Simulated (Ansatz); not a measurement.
Consider Al in the fcc (Cu type) structure (space group Fm-3m, No. 225; a = 3.994 Å; relaxed with 0.1 eV smearing). Axes: x, y, z lie along the cube axes.

Level of theory: Kohn–Sham DFT with the r2SCAN functional, run in Ansatz (a program for electronic structure) with PAW and 500 eV plane waves, spin-orbit coupling left out.

Now apply this change: biaxial strain −0.83 %, plane normal [111], relaxed out of plane (Cartesian); in-plane vectors clamped, the third vector and the atoms free.

**Question.** Estimate the effect on the out-of-plane strain and energy relative to the base.

**Answer.** The out-of-plane strain is +0.74 %; the energy goes up by 1.1 meV/atom.

Stability against distortions was not tested.
